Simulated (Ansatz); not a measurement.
# Ansatz run on LuH2 (I4mm, 3 atoms in the cell): self-consistent single point

Method: PBEsol, default PAW files made with PBE (plane waves; Ansatz, a program for electronic structure).

This input was run:

Ansatz 0.2 input:
```yaml
# LuH2
crystal:
  lattice:
    - [0.000000, 2.502079, 2.502079]
    - [2.502079, 0.000000, 2.502079]
    - [2.502079, 2.502079, 0.000000]
  atoms:
    - { symbol: Lu, position: [0.009992, 0.009992, -0.009992] }
    - { symbol: H, position: [0.250000, 0.250000, 0.250000] }
    - { symbol: H, position: [0.750000, 0.750000, 0.750000] }
basis:
  ecutwfc: 420.0
kpoints:
  mp_grid:
    grid: [11, 11, 11]
hamiltonian:
  xc: pbesol
  pseudopotentials:
    kind: paw
scf:
  occupations:
    method: gaussian
    width: 0.1
output:
  forces: true
  eigenvalues: true
  stress: true
```

Output, abridged:

```
WARN ansatz: RAYON_NUM_THREADS=1 ignored (pool sized by the plan → 1); use --threads N
Pseudopotentials: kind: paw
Pseudopotential: Lu, paw, valence charge 25
Pseudopotential: H, paw, valence charge 1
Crystal: 3 atoms, lattice volume = 31.328 Å³
Basis set: ecut = 420 eV, 609 PW (Γ), exchange–correlation on 48×48×48 points (8 copies of the dense FFT grid, shifted against one another)
Bands: 18, of which v1, the nominal top of the filled ones, is band 14 counted from 1 (13 counted from 0)
Symmetry: 8 space group operations
Space group: I4mm (ITA 107), of the structure as read, at distance tolerance 3.2e-5 Å
k-points: 126 of 1331 (time reversal used)
PAW frozen core: Lu, regenerated for the run's functional, and the local potential with it
Initial density: superposition of atomic densities (neutral atoms: chi_scale 0, normalization atom), corrected by the library's trained network
Initial wavefunctions: pseudopotential atomic-orbital guess
Eigensolver: davidson
Functional: x = pbesol(κ = 0.804, μ = 0.12345679012345678), c = pbesol(β = 0.046)
SCF iter   1: F=—  HF=-14644.938712 eV  |F-HF|=—  |Δ(HF+E_count)|=         —  Δρ=7.26e-3  dr2=1.07e-2  ethr=1.77e-3  ⟨swp⟩=5.2  Hψ=13097  notcnv=0
all-band conjugate gradients solve this SCF's bands
preconditioner: auto → Kerker (q_TF=auto, 2.662 Å⁻¹)
SCF iter   2: F=—  HF=-14644.934306 eV  |F-HF|=—  |Δ(HF+E_count)|=   4.41e-3  Δρ=4.11e-3  dr2=3.74e-3  ethr=3.96e-5  ⟨swp⟩=2.2  Hψ=5098  notcnv=0  defer=17
SCF iter   3: F=—  HF=-14644.933734 eV  |F-HF|=—  |Δ(HF+E_count)|=   5.71e-4  Δρ=1.26e-3  dr2=3.00e-4  ethr=1.39e-5  ⟨swp⟩=2.7  Hψ=4160  notcnv=0  defer=17
SCF iter   4: F=—  HF=-14644.933099 eV  |F-HF|=—  |Δ(HF+E_count)|=   6.35e-4  Δρ=4.17e-4  dr2=1.77e-5  ethr=1.11e-6  ⟨swp⟩=3.1  Hψ=5131  notcnv=0  defer=17
SCF iter   5: F=—  HF=-14644.933110 eV  |F-HF|=—  |Δ(HF+E_count)|=   1.06e-5  Δρ=1.41e-4  dr2=2.98e-6  ethr=6.56e-8  ⟨swp⟩=3.4  Hψ=5884  notcnv=0  defer=27
SCF iter   6: F=—  HF=-14644.933109 eV  |F-HF|=—  |Δ(HF+E_count)|=   4.06e-7  Δρ=7.07e-5  dr2=6.83e-7  ethr=1.10e-8  ⟨swp⟩=2.0  Hψ=3351  notcnv=0  defer=27
SCF iter   7: F=-14644.933109 eV  HF=-14644.933109 eV  |F-HF|=6.39e-9  |Δ(HF+E_count)|=   1.34e-7  Δρ=4.55e-6  dr2=6.62e-9  ethr=3.70e-10  ⟨swp⟩=8.7  Hψ=15839  notcnv=0
SCF 1 converged in 7 iterations: F = -14644.933109 eV  dr2 = 6.62e-9
SCF converged after 7 iterations
Free energy (F): -14644.933109 eV
Harris-Foulkes:  -14644.933109 eV  (|F-HF|=6.39e-9)
Internal energy: -14644.928638 eV  (E = F + TS)
E sigma→0 (E₀):  -14644.930874 eV
Entropy (-TS):   -0.004471 eV (-1.490 meV/atom)
Fermi energy:    13.379737 eV
--- Per-component energies (eV) ---
  E_band       = -0.606719
  E_kinetic    = 449.092917
  E_local      = -6765.527743  (includes V_loc(G=0)·N_el)
  E_nonlocal   = 583.102931
  E_hartree    = 2833.471227
  E_xc         = -236.043280
  E_vxc        = -283.053752  (∫ρ·V_xc dr)
  E_paw        = -7255.780265  (= ΣΔE_a)
  E_vpaw       = 348.834138  (= ΣTr[D̂ρ^β])
  E_aug_tail   = -0.002234  (compensation charges beyond the density's cutoff)
  E_ewald      = -4254.434359
  E_core_change = 1.192168  (= ΣΔE_core)
  E_smearing   = -0.004471  (= −TS)
  E_closure    = 0.000000  (closes the sum)
  Σ components = -14644.933109   (vs F -14644.933109, Δ=0.00e0)
--- Forces (eV/Å), atoms counted from 1 ---
  atom   1  Lu     0.00000000     0.00000000    -0.33720779
  atom   2  H     -0.00000000     0.00000000     0.16860790
  atom   3  H     -0.00000000    -0.00000000     0.16860790
  max |Σ_I F_I| component: 8.01e-6 eV/Å
--- Stress (GPa, compression-positive) ---
       -2.451956       0.000000      -0.000000
        0.000000      -2.451956      -0.000000
       -0.000000       0.000000      -2.551945
  P = ⅓ Tr σ = -2.4853 GPa (-24.853 kbar)
  The stress holds the Pulay correction. Without it, at fixed plane waves, as pw.x and ABINIT print it: P = -2.6447 GPa
--- Band table (eV; the first three rows and the last of 126) ---
  k-point 0: bands = ["-42.6510", "-13.1788", "-13.1779", "-13.1779", "4.0342", "8.2218", "8.5435", "8.5438", "8.5438", "8.6163", "8.6163", "8.6163", "12.9530", "14.7863", "14.7863", "14.8505", "17.6664", "17.6696"]
  k-point 1: bands = ["-42.6491", "-13.2177", "-13.1833", "-13.1827", "4.2304", "8.2199", "8.5423", "8.5471", "8.5473", "8.6096", "8.6096", "8.6165", "12.1215", "14.8829", "14.8954", "15.9204", "17.5338", "17.5372"]
  k-point 2: bands = ["-42.6441", "-13.3215", "-13.1961", "-13.1955", "4.7774", "8.2151", "8.5400", "8.5558", "8.5560", "8.5933", "8.5935", "8.6171", "11.0092", "15.1075", "15.1194", "17.3520", "17.3623", "17.5873"]
  k-point 125: bands = ["-42.6196", "-13.6273", "-13.3529", "-13.3306", "8.0749", "8.2750", "8.5446", "8.5480", "8.5539", "8.5798", "8.5904", "8.6072", "9.4441", "11.1822", "18.5869", "19.0086", "19.4022", "19.7011"]
```

The run converged in 7 iterations.

The starting cell comes from a database of computed structures (which also holds hypothetical and non-ambient phases and stackings), without a prior relaxation at this level. Its lattice was rescaled by up to half a per cent. One atom was moved a little off its site on purpose. Spin-orbit coupling is off. Ansatz's pressure includes its estimate of the finite-basis (Pulay) stress.
